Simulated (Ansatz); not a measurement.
What isotropic strain −1.00 % does to Rh

The parent structure is Rh in the fcc (Cu type) structure (space group Fm-3m, No. 225; a = 3.7551 Å; relaxed with 0.1 eV smearing).

Perturbation: every lattice vector is shortened by 1.00 %, atoms relaxed at fixed cell.

Method: LDA, PAW, 420 eV (Ansatz, a first-principles code; no spin-orbit coupling). Γ-centred 30×30×30 mesh, Fermi–Dirac width 0.1 eV.

The space group is still Fm-3m (No. 225) and the shortest interatomic distance shrinks by 0.0266 Å to 2.629 Å. The energy grows by 12 meV/atom and the pressure goes from zero to 10.3 GPa. The band gap stays zero.

Stability against distortions was not tested. The final runs are not spin-polarised.
